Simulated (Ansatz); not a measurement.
Levels about the gap of amorphous Si$_{30}$N$_{45}$Ta$_{3}$ (78 atoms in a cell of 886 Å³, 3.78 g/cm³; zone centre alone, so wide bands show as single levels with stretches between that a denser mesh fills), at the geometry that PBE relaxed, where it gives -1.4 GPa on a denser mesh. The participation number counts the atoms over which a state spreads; weights are charges in smoothed Voronoi cells. The levels come from a single point, so bond lengths are those of that geometry. Method of the levels: r2SCAN, scalar-relativistic without spin-orbit coupling (Ansatz, a first-principles code). Sampling: the zone centre alone; Fermi-Dirac width 0.01 eV; collinear spin, started from moments on atoms (the moments died out). At PBE the levels at the filled edge of the gap are localised (band-tail or defect states), and the nearest spread-out levels lie 2.4 eV apart at the zone centre.

Preparation: random packing, a CHGNet melt and quench, and a DFT relaxation. N atoms were pushed apart under 1.9 Å during the dynamics, to hinder bonds among them. The hot cell started wider than the set density and was brought back towards it in steps. It is the lowest in DFT energy of 2 quenches. It is a model cell: composition and starting density were chosen by hand, and all elements were melted together. No dispersion term was used. Its density started from a set value of 3.78 and ended at 3.78 g/cm³. The simulated quench (nominally 380 K/ps over its main leg) is rapid and tends to freeze in more defects than a deposited or slowly cooled glass has. One small periodic cell is one sample of the glass; other quenches scatter about these values. The volume was held where the preparation left it and the shape relaxed, at a PBE pressure of -1.4 GPa (tension). Stress components on the final sampling reach 1.5 GPa. On a 2×2×2 Γ-centred mesh force components of up to 0.16 eV/Å stay, since the relaxation ran on the zone centre alone.

```csv
"E - E(highest filled), eV",filling,spin,participation number,largest on,weight N,weight Ta,weight Si
-0.38,filled,up,17.9,"N, 3 neighbours",0.89,0.02,0.09
-0.36,filled,dn,13.2,"N, 3 neighbours",0.89,0.03,0.08
-0.36,filled,up,13.2,"N, 3 neighbours",0.89,0.03,0.08
-0.18,filled,dn,13.9,"N, 3 neighbours",0.87,0.05,0.08
-0.18,filled,up,13.9,"N, 3 neighbours",0.87,0.05,0.08
0.00,filled,dn,12.5,"N, 3 neighbours",0.90,0.02,0.08
0.00,filled,up,12.5,"N, 3 neighbours",0.90,0.02,0.08
2.43,empty,up,6.1,"Ta, 6 neighbours",0.39,0.44,0.17
2.43,empty,dn,6.1,"Ta, 6 neighbours",0.39,0.44,0.17
2.64,empty,up,21.0,"Ta, 6 neighbours",0.41,0.22,0.37
2.64,empty,dn,21.0,"Ta, 6 neighbours",0.41,0.22,0.37
2.77,empty,up,5.5,"Ta, 6 neighbours",0.33,0.55,0.12
2.77,empty,dn,5.5,"Ta, 6 neighbours",0.33,0.55,0.12
3.02,empty,up,8.3,"Ta, 5 neighbours",0.33,0.53,0.14
```

Most localised among these is the empty level at +2.77 eV, on a Ta atom, which has 6 neighbours (N 1.99 Å, N 2.07 Å, N 2.07 Å, N 2.08 Å, N 2.25 Å, N 2.26 Å).
